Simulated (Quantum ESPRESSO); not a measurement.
A self-consistent single point of WSi₂ (I4/mmm, 3 atoms in the cell) with Quantum ESPRESSO.

Level of theory: PBE, PseudoDojo standard norm-conserving (PBE) pseudopotentials (plane waves; Quantum ESPRESSO).

The change in words: lattice scaled by 0.98. Reference geometry:
```
CELL_PARAMETERS angstrom
     -1.61078     1.61078     3.92909
      1.61078    -1.61078     3.92909
      1.61078     1.61078    -3.92909
ATOMIC_POSITIONS crystal
  Si 0.66500 0.66500 0.00000
  Si 0.33500 0.33500 0.00000
  W  0.00000 0.00000 0.00000
```

Reference input (self-consistent single point, DFT, PBE, plane waves, PseudoDojo standard norm-conserving (PBE) pseudopotentials): ecutwfc = 75 Ry; occupations = smearing; smearing = fermi-dirac; degauss = 0.0099958 Ry; potentials = {Si: Si.upf, W: W.upf}; K_POINTS = automatic 10 10 10 0 0 0; conv_thr = 1e-09 Ry. This run's input differs from it in these lines:

```diff
@@ -30,5 +30,5 @@
 CELL_PARAMETERS bohr
-  -3.0439292676     3.0439292676     7.4249115779
-   3.0439292676    -3.0439292676     7.4249115779
-   3.0439292676     3.0439292676    -7.4249115779
+  -2.9830498507     2.9830498507     7.2764131196
+   2.9830498507    -2.9830498507     7.2764131196
+   2.9830498507     2.9830498507    -7.2764131196
```

The program printed (abridged):

```
     Self-consistent Calculation

     iteration #  1     ecut=    75.00 Ry     beta= 0.70

     Threshold (ethr) on eigenvalues was too large:
     Diagonalizing with lowered threshold

     total energy              =    -168.69302784 Ry
     estimated scf accuracy    <       0.03575632 Ry

     iteration #  2     ecut=    75.00 Ry     beta= 0.70

     total energy              =    -168.69561265 Ry
     estimated scf accuracy    <       0.00172137 Ry

     iteration #  3     ecut=    75.00 Ry     beta= 0.70
     c_bands:  2 eigenvalues not converged
     c_bands:  1 eigenvalues not converged

     total energy              =    -168.69590734 Ry
     estimated scf accuracy    <       0.00016506 Ry

   [... 3 blocks of this kind left out ...]

     iteration #  7     ecut=    75.00 Ry     beta= 0.70

     total energy              =    -168.69597653 Ry
     estimated scf accuracy    <          4.7E-09 Ry

     iteration #  8     ecut=    75.00 Ry     beta= 0.70
     End of self-consistent calculation

     Number of k-points >= 100: set verbosity='high' to print the bands.

     the Fermi energy is    17.7529 ev

!    total energy              =    -168.69597653 Ry
     estimated scf accuracy    <          3.5E-11 Ry
     smearing contrib. (-TS)   =      -0.00156110 Ry
     internal energy E=F+TS    =    -168.69441544 Ry

     convergence has been achieved in   8 iterations

     Forces acting on atoms (cartesian axes, Ry/au):

     atom    1 type  1   force =     0.00000000    0.00000000    0.01084374
     atom    2 type  1   force =     0.00000000   -0.00000000   -0.01084374
     atom    3 type  2   force =     0.00000000    0.00000000    0.00000000

     Total force =     0.015335     Total SCF correction =     0.000004

          total   stress  (Ry/bohr**3)                   (kbar)     P=      171.75
   0.00112589   0.00000000  -0.00000000          165.62        0.00       -0.00
   0.00000000   0.00112589  -0.00000000            0.00      165.62       -0.00
   0.00000000   0.00000000   0.00125077            0.00        0.00      183.99

   JOB DONE.
```

The run converged in 8 iterations. Against the reference run the free energy goes up by 44.8 meV/atom, the pressure goes from 1.53 to 17.17 GPa and the largest force goes from 0.099 to 0.279 eV/Å. The full log also holds: “c_bands:  2 eigenvalues not converged”. The full log also holds: “c_bands:  1 eigenvalues not converged”.

The starting cell has typed, rounded lattice constants, without a prior relaxation at this level. Its lattice was rescaled by a random factor within 2.5 % of one. For this run, on top of that: lattice scaled by 0.98. Spin-orbit coupling is off. Spin polarisation is off. With a pressure of about 17 GPa the cell is away from its equilibrium volume at this level.

Cost on one core of a shared machine: roughly 3 min.
